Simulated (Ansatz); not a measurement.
This Ansatz (an electronic-structure program) input is the reference run, CuI in the zinc blende structure (space group F-43m, No. 216), computed with r2SCAN (Ansatz; PAW; 500 eV plane waves; no spin-orbit coupling):

Ansatz 0.2 input:
```yaml
crystal:
  lattice:
    - [0, 3.0114050678, 3.0114050678]
    - [3.0114050678, 0, 3.0114050678]
    - [3.0114050678, 3.0114050678, 0]
  atoms:
    - { symbol: Cu, position: [0, 0, 0] }
    - { symbol: I, position: [0.25, 0.25, 0.25] }
basis: { ecutwfc: 500, ecutrho_ratio: 4, xc_grid: 4, fft_grid_basis: typed }
kpoints: { mp_grid: { grid: [10, 10, 10] } }
hamiltonian:
  xc: r2scan
  dispersion: none
  pseudopotentials: { kind: paw }
scf: { occupations: { method: fermi_dirac, width: 0.05 }, convergence: { dr2_threshold: 0.0000000002 } }
output: { forces: true, stress: true }
checkpoint: { write: state.ck, write_every: 1000 }
```

Problem. Write the input for this change: biaxial strain −1.00 %, plane normal [001], relaxed out of plane (Cartesian); in-plane vectors clamped, the third vector and the atoms free.

Solution. 
Ansatz 0.2 input:
```yaml
crystal:
  lattice:
    - [4.2161821898, 0, 0]
    - [0, 4.2161821898, 0]
    - [2.1080910949, -2.1080910949, 3.0264620931]
  atoms:
    - { symbol: Cu, position: [0, 0, 0] }
    - { symbol: I, position: [0.75, 0.75, 0.5] }
basis: { ecutwfc: 500, ecutrho_ratio: 4, xc_grid: 4, fft_grid_basis: typed }
kpoints: { mp_grid: { grid: [10, 10, 10] } }
hamiltonian:
  xc: r2scan
  dispersion: none
  pseudopotentials: { kind: paw }
scf: { occupations: { method: fermi_dirac, width: 0.05 } }
relax: { f_tol: 0.005, max_steps: 50, cell: { stress_tol: 0.01, fix: [a, b, gamma] } }
output: { forces: true, stress: true }
checkpoint: { write: state.ck, write_every: 1000 }
```
This is the input that was run; other choices of cell and start would serve too.

No phonon test of stability was made. All final runs are without spin polarisation.
